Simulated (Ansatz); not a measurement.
For InSb (I-4m2, No. 119; start mp-1223637; another space group than a measured phase of this formula), PBEsol (PAW; Ansatz, a quantum-chemistry and plane-wave program) gives:

```
Quantity                       Result
---------------------  --------------
lattice parameter a           5.806 Å
c axis length                 3.169 Å
enthalpy of formation  -0.016 eV/atom
```

Question: What does r²SCAN (PAW; Ansatz) give for the same quantities?

Answer: 
- lattice constant a: 5.850 Å (rises by 0.8 %)
- lattice parameter c: 3.221 Å (rises by 1.6 %)
- formation enthalpy: -0.035 eV/atom (moves by -0.019 eV/atom)

Changes are worked out from the printed values.

Unless a cell is named, each level is at its own relaxed cell (PBEsol 26.71, r²SCAN 27.56 Å³/atom).

Levels without +SOC leave out spin–orbit coupling, which shifts energies and cells of such heavy elements.

Caveats: the relaxation could not lower the start's symmetry, so the cell can be a saddle point above a distorted one (PBEsol, r²SCAN). Ansatz's density-functional and Hartree–Fock values are scalar-relativistic unless marked +SOC, with PAW data made under PBE.

A start named mp-… is a Materials Project structure, which can be a computed phase never made.
